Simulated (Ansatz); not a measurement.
Where the default PAW files enter, the runs use the earlier of Ansatz's two default sets.

By PBEsol, the system below comes out a metal.

Without scattering a metal conducts by its projected Fermi surface.

```
CELL_PARAMETERS angstrom
      5.14154     0.00000     0.00000
      0.00000     5.56978     0.00000
      0.00000     0.00000     3.32130
ATOMIC_POSITIONS crystal
  Si 0.17891 0.58232 0.75000
  Si 0.82109 0.41768 0.25000
  Si 0.32109 0.08232 0.25000
  Si 0.67891 0.91768 0.75000
  Ni 0.49205 0.68852 0.25000
  Ni 0.50795 0.31148 0.75000
  Ni 0.00795 0.18852 0.75000
  Ni 0.99205 0.81148 0.25000
```

Space group of this cell: Pnma. The cell is taken as given; by PBEsol its mean pressure is -1.0 GPa.

The current flows along the normal of the first two printed cell vectors. No spin-orbit coupling; the value is a mean over 0.1 eV about the Fermi level.

### Question
Estimate the ballistic conductance per area that PBEsol (Ansatz, a program for electronic structure) returns for this system.

### Answer
0.57 × 10¹⁵ S/m² for both spins.
